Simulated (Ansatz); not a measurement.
The reference is PbTe in the rock salt structure (space group Fm-3m, No. 225; a = 6.442 Å).

One thing is altered: cell and atoms relaxed at a pressure of 7 GPa.

Levels (all Ansatz, an electronic-structure program, PAW): PBEsol (420 eV, no spin-orbit coupling); HSE06+SOC (420 eV, spin-orbit coupling included).

The geometry is relaxed with PBEsol.

| Quantity | Value |
|---|---|
| PBEsol lowest conduction level above the VBM at special points | L 0.34 eV; W 1.43 eV; X 2.57 eV; Γ 4.12 eV |

Problem. How does going to HSE06+SOC change the lowest conduction level above the VBM at special points?

Solution. The lowest conduction level above the VBM at special points goes from L 0.34 eV; W 1.43 eV; X 2.57 eV; Γ 4.12 eV to L 0.34 eV; W 1.85 eV; X 3.22 eV; Γ 3.33 eV.

Single points use the geometry relaxed with PBEsol. HSE06 gaps are upper bounds (no full band path). The spin-orbit shifts are approximate. The levels and masses belong to the bands next to the band gap. Load acts through the strain it causes; cell and atoms are relaxed under it. Stability against distortions was not tested. No other phases were tried under pressure.
